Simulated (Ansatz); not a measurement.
## silicon: the defect Fe on the Si site (Fe_Si)

Method: PBE, PAW (plane waves to 420 eV; Ansatz, a first-principles code). The supercell holds 64 host sites (2×2×2 repeats of the unit cell), with a 2×2×2 shifted k-point sampling for the final energies. Site at the start: the Si site. Charged cells carry a point-charge image correction with potential alignment at far atoms. Dielectric constants: PBE linear response of the host. Host gap at this level: 0.61 eV. A cell of this size leaves errors of a few tenths of an eV. The semilocal functional narrows the gap, so deep levels can fall outside it. Spin–orbit coupling is left out, and no Hubbard U is applied to the open shells. Each state is the lowest found from its start.

Formation energies E_f are given with the Fermi level at the valence-band maximum. Chemical conditions: impurity bounded by its compound with the host (Δμ(Si) = 0.00 eV, Δμ(Fe) = -1.33 eV, bounded by FeSi2 (Cmce); only phases computed here count, gases as isolated molecules at 0 K). Reference phases: Fe: bcc Fe, ferromagnetic, Si: silicon.

```tsv
charge	moment (μB)	point group	largest move off a lattice site (Å)	image correction with alignment (eV)	E_f, impurity bounded by its compound with the host (eV)	above the lowest spin state (eV)
+1†	1.0	–	0.09	0.09	–	0.00
+1†	1.0	–	0.09	0.09	–	0.00
0	0.0	Td	0.11	0.00	3.27	0.00
0	not spin-polarised	Td	0.11	0.00	3.27	0.00
−1†	1.0	–	0.12	0.13	–	0.00
−1†	1.0	–	0.12	0.13	–	0.00
−2*	not spin-polarised	–	0.15	–	–	0.00
−2†	2.0	–	0.18	0.47	–	0.06
```

* At this level the carrier isn't localised at the defect: at charge −2 electrons occupy the conduction band. Such a state is shallow or no state of the defect, and this cell gives it no level.

† Not settled in this cell, so no level is given: charge +1: a level filled in part, carriers not clearly localised, level within 0.1 eV of a band edge or past it; charge −1: a level filled in part, carriers not clearly localised.

Point groups are those of the whole cell at tolerances of 0.03 and 0.1 Å ("near" where only the looser one holds); none is given for unsettled states.

Starting moments that weren't kept: charge +1 began with 3 μB and ended with 1.0; charge 0 began with 4 μB and ended with 0.0; charge −1 began with 5 μB and ended with 1.0; charge −2 began with 4 μB and ended with 2.0.

All states together cost roughly 3 core-hours.
